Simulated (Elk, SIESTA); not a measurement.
An Elk input for a self-consistent single point of CsCl (Pm-3m, 2 atoms in the cell) (DFT, PBE, all-electron FP-LAPW, Elk's shipped species files, APW+lo basis with extra local orbitals):

```
tasks
  0

xctype
  20

rgkmax
  7.5

gmaxvr
  14.0

nxlo
  2

lorbcnd
  .true.

lmaxi
  2

stype
  3

swidth
  0.000367493

avec
    7.6224333114    0.0000000000    0.0000000000
    0.0000000000    7.6224333114    0.0000000000
    0.0000000000    0.0000000000    7.6224333114

sppath
  './'

atoms
  2   : nspecies
  'Cs.in'   : spfname
  1   : natoms; atposl, bfcmt below
  0.0000000000  0.0000000000  0.0000000000    0.0 0.0 0.0
  'Cl.in'   : spfname
  1   : natoms; atposl, bfcmt below
  0.5000000000  0.5000000000  0.5000000000    0.0 0.0 0.0

ngridk
  4 4 4
```

Q: Write the same calculation as an input for SIESTA.

A: One input that does it (others would too):

```
# files in the folder: Cs.psml Cl.psml (PseudoDojo PBE standard)
SystemName  CsCl
SystemLabel cscl

NumberOfAtoms                2
NumberOfSpecies              2
%block ChemicalSpeciesLabel
  1 55 Cs
  2 17 Cl
%endblock ChemicalSpeciesLabel
LatticeConstant              4.033618 Ang
%block LatticeVectors
     1.000000000    0.000000000    0.000000000
     0.000000000    1.000000000    0.000000000
     0.000000000    0.000000000    1.000000000
%endblock LatticeVectors
AtomicCoordinatesFormat      Ang
%block AtomicCoordinatesAndAtomicSpecies
     0.000000000    0.000000000    0.000000000  1
     2.016809000    2.016809000    2.016809000  2
%endblock AtomicCoordinatesAndAtomicSpecies

XC.functional                GGA
XC.authors                   PBE
PAO.BasisSize                DZP
PAO.EnergyShift              0.01 Ry
MeshCutoff                   400 Ry
%block kgrid.MonkhorstPack
    4   0   0  0.0
    0   4   0  0.0
    0   0   4  0.0
%endblock kgrid.MonkhorstPack
OccupationFunction           FD
ElectronicTemperature        0.01 eV

MaxSCFIterations             150
SCF.Mixer.Method             Pulay
SCF.Mixer.Weight             0.2
SCF.Mixer.History            8
SCF.DM.Tolerance             1.0E-05
Diag.ParallelOverK           true
WriteForces                  true
```

Basis, cutoffs, solver keys and any potentials are the target program's own. This input uses DFT, GGA PBE, numerical atomic orbitals DZP, PseudoDojo PBE standard norm-conserving potentials (rewritten from UPF to PSML).

The starting cell comes from a database of computed structures (which also holds hypothetical and non-ambient phases and stackings), without a prior relaxation at this level. Its lattice was rescaled by a random factor within 2.5 % of one. For this run, on top of that: lattice scaled by 0.98.
